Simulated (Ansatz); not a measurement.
Base system: a 14-atom supercell of ZnCu in the CsCl type structure (space group Pm-3m, No. 221) at its relaxed geometry.

```
ZnCu
1.0
    5.81657    -2.90828     0.00000
    0.00000     5.81657    -2.90828
   -2.90828     0.00000     5.81657
Zn Cu
7 7
Direct
  0.00000   0.00000   0.00000
  0.28571   0.14286   0.57143
  0.14286   0.57143   0.28571
  0.42857   0.71429   0.85714
  0.57143   0.28571   0.14286
  0.85714   0.42857   0.71429
  0.71429   0.85714   0.42857
  0.50000   0.50000   0.50000
  0.78571   0.64286   0.07143
  0.64286   0.07143   0.78571
  0.92857   0.21429   0.35714
  0.07143   0.78571   0.64286
  0.35714   0.92857   0.21429
  0.21429   0.35714   0.92857
```

All numbers come from PBEsol (Ansatz, an electronic-structure program; PAW; 420 eV plane waves; scalar-relativistic without spin-orbit coupling).

One neutral defect a cell, atoms relaxed at fixed cell.

One change was made to it. Results:

```csv
quantity,base,after
largest displacement of a host atom from its site in the perfect cell,–,1.12 Å
pressure,0.0 GPa,18.3 GPa
```

Q: Which of these changes matches the shifts?
A) Zn interstitial (started 1.55 Å from the nearest host atom)
B) Cu vacancy, symmetric start
C) Cu interstitial (started 1.63 Å from the nearest host atom)

A: C, Cu interstitial (started 1.63 Å from the nearest host atom). For comparison, the pressure in the other runs: Zn interstitial (started 1.55 Å from the nearest host atom) gives 20.3 GPa; Cu vacancy, symmetric start gives -4.6 GPa.

In so small a cell the defect repeats every few ångströms: this is an ordered compound, not a dilute defect. Defects with a symmetric start kept the site's symmetry and may sit on a saddle; the others started slightly shaken. All final runs are without spin polarisation.
